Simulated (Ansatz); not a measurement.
## KF: energy against strain

KF (rock salt, Fm-3m, 18.681 Å³/atom at rest) under an equal strain ε in the (001) plane with the normal axis free, as in a coherent film. PBEsol in Ansatz, a plane-wave DFT program (PAW, default set), 420 eV, 11×11×11 Γ-centred mesh, Fermi-Dirac smearing 0.05 eV; ions are relaxed within the symmetry of each cell.

Here s stands for strain and y for E less E0.

| strain (%) | E less E0 (meV/atom) |
|---|---|
| -1.50 | 2.20 |
| -1.00 | 0.95 |
| -0.50 | 0.24 |
| 0.00 | 0.00 |
| 0.50 | 0.26 |
| 1.00 | 0.90 |
| 1.50 | 1.96 |
| 3.00 | ? |

Question: Using a parabola, estimate the missing y at s = 3.00 from the other rows, showing the fit.

Answer: Least squares gives y = 0.011 - 0.0571·s + 0.9190·s². Residuals (row less fit): 0.036, -0.037, -0.029, -0.011, 0.048, 0.027, -0.033; standard error 0.044 (degrees of freedom: 4). Twice the quadratic coefficient over the volume, 2 × 0.9190 meV × 10⁴ × 0.1602 / 18.681 Å³, is twice the biaxial elastic modulus of this plane = 158 ± 3 GPa. At the withheld row, y = 0.011 - 0.0571 × 3.0 + 0.9190 × 3.0² = 8.111 meV/atom. The calculation gives 7.21 meV/atom, 0.901 meV/atom below the prediction (12.5 % of the range of y in the table). The row lies outside the fitted rows, so this is an extrapolation. From the scatter of the fitted rows alone, a prediction at this place has a standard error of 0.168 meV/atom, so the miss is 5.4 times that.

One order more, fitted to all 13 runs of the series, follows each within 0.02, so the miss is the next term of a smooth law. Rows are the converged runs of the series near zero and its far end; series whose fitted rows scatter by over a few per cent of the range, as at a crossing or softening among them, aren't shown in this form. Most that stay on the fit to the last digits aren't either.
